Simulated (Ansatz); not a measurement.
The parent structure is CdTe in the zinc blende structure (space group F-43m, No. 216; a = 6.489 Å).

Structures relaxed with Ansatz (a program for electronic structure), PBEsol, PAW, cutoff 420 eV, scalar-relativistic without spin-orbit coupling.

Base:

Simulated powder pattern, Mo Kα, λ = 0.71073 Å (kinematic, ideal powder, no thermal factors, no anomalous dispersion; the 10 strongest lines at most, above 2 %, up to 2θ = 40°):

| 2θ (°) | I/Imax (%) | hkl |
|---|---|---|
| 10.89 | 100 | (111) |
| 17.82 | 86 | (220) |
| 20.93 | 55 | (311) |
| 25.31 | 16 | (400) |
| 27.62 | 24 | (331) |
| 31.13 | 33 | (422) |
| 33.07 | 18 | (333) |
| 36.10 | 10 | (440) |
| 37.81 | 17 | (531) |

After one change:

Simulated powder pattern, Mo Kα, λ = 0.71073 Å (kinematic, ideal powder, no thermal factors, no anomalous dispersion; the 10 strongest lines at most, above 2 %, up to 2θ = 40°):

```tsv
2θ (°)	I/Imax (%)
10.94	100
17.91	85
21.04	55
25.44	16
27.76	24
31.29	33
33.24	18
36.28	10
38.01	17
```

Which of these changes matches the shifts?
(A) isotropic strain −2.00 %
(B) isotropic strain −3.00 %
(C) isotropic strain +2.00 %
(D) isotropic strain −0.50 %

D, isotropic strain −0.50 %. Its volume per atom is 33.64 Å³ against 34.15 Å³, and its space group is F-43m (No. 216).

Stability against distortions was not tested.
